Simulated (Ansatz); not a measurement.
Consider the following.

```
CELL_PARAMETERS angstrom
     -1.65923     1.65923     1.65923
      1.65923    -1.65923     1.65923
      1.65923     1.65923    -1.65923
ATOMIC_POSITIONS crystal
  Ta 0.00000 0.00000 0.00000
```

Computed with PBE, DFPT electron-phonon coupling, linearised Boltzmann equation (plane waves, PAW, scalar-relativistic; Ansatz, an electronic-structure program). Condition of this run: functional PBE. Geometry: relaxed with this functional, without spin-orbit coupling.

Problem. Predict λ, the logarithmic mean phonon energy and the superconducting Tc for μ* = 0.10 referred to 13.6 meV.

Solution. λ = 0.94, ħω_log = 12.2 meV, Tc 9.3 K from the anisotropic Eliashberg equations. μ* is a chosen number, and Tc is 10.5 K at 0.08 and 6.2 K at 0.16.

A metal at this level (no band gap). The phonons are harmonic. Spin-orbit coupling is left out, which matters with elements this heavy. For metals of groups 4 to 10, Tc at these values of μ* can lie well above the measured one. The run warned that the eigensolver left some states short of its tolerance. Halving the electron mesh (36x36x36) moves the coupling by up to 1 %, Tc by up to 1 %. Smearing 0.20 eV; phonons on a 6x6x6 q mesh, which this run doesn't test.
